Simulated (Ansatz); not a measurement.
The starting structures come from a database of crystals and need not be the phases stable at ambient conditions.

Input:

```yaml
crystal:
  lattice:
    - [7.15126, 0.00000, 0.00000]
    - [-1.48218, 7.33513, 0.00000]
    - [1.48218, -2.72364, 3.54401]
  atoms:
    - { symbol: K, position: [0.71064, 0.75000, 0.90647] }
    - { symbol: K, position: [0.28936, 0.25000, 0.09353] }
    - { symbol: S, position: [0.18462, 0.75000, 0.14945] }
    - { symbol: S, position: [0.81538, 0.25000, 0.85055] }
    - { symbol: O, position: [0.30758, 0.53978, 0.87432] }
    - { symbol: O, position: [0.69242, 0.46022, 0.12568] }
    - { symbol: O, position: [0.69242, 0.03978, 0.70524] }
    - { symbol: O, position: [0.30758, 0.96022, 0.29476] }
    - { symbol: F, position: [0.88297, 0.25000, 0.44105] }
    - { symbol: F, position: [0.11703, 0.75000, 0.55895] }
```

Space group of this cell: P2_1/m. The cell is taken as given; by r2SCAN its mean pressure is -2.5 GPa.

Transport runs along the normal of the first two printed cell vectors.

No gap correction and no spin-orbit coupling; mid-gap values are interpolated between computed energies.

Task: Give the band gap and the smallest decay constant κ at mid-gap that r2SCAN (Ansatz, a program for electronic structure) yields.

Result: Gap 4.39 eV on a 6×8×8 mesh; κ = 0.544 1/Å, at (0.000, 0.500) of the in-plane reciprocal vectors. At the zone centre, at the nearest computed energy, the slowest state has κ = 0.69 1/Å.
